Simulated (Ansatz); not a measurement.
System: quartz-high SiO2 (high-temperature phase). Method: r²SCAN in Ansatz (plane waves, PAW).

Numerical settings: plane-wave cutoff 560 eV, 12×12×6 k mesh (along the axes of the cell as run), Fermi–Dirac smearing 0.01 eV, scalar-relativistic PAW data made under PBE.

The volume scan:

```csv
V (Å³/atom),E − E_lowest (meV/atom),P (GPa)
13.102,10.29,6.18
13.375,2.52,2.99
13.648,0.00,0.00
13.921,2.41,-2.80
14.194,9.43,-5.41
```

### Question
Estimate the bulk modulus and its pressure derivative from these points.

### Answer
V0 = 13.648 Å³/atom, B0 = 145 GPa, B′ = 2.3 (fit to the energies at full precision).

Shape and atoms are relaxed at each volume.

Note: symmetry holds this phase in the static calculation, where it need not be a minimum; held by symmetry at 0 K, a high-temperature phase can be a saddle point; the bulk modulus comes from volumes at which shape and atoms were relaxed.

Static lattice: no zero-point or thermal effects.

Ansatz is a first-principles code.
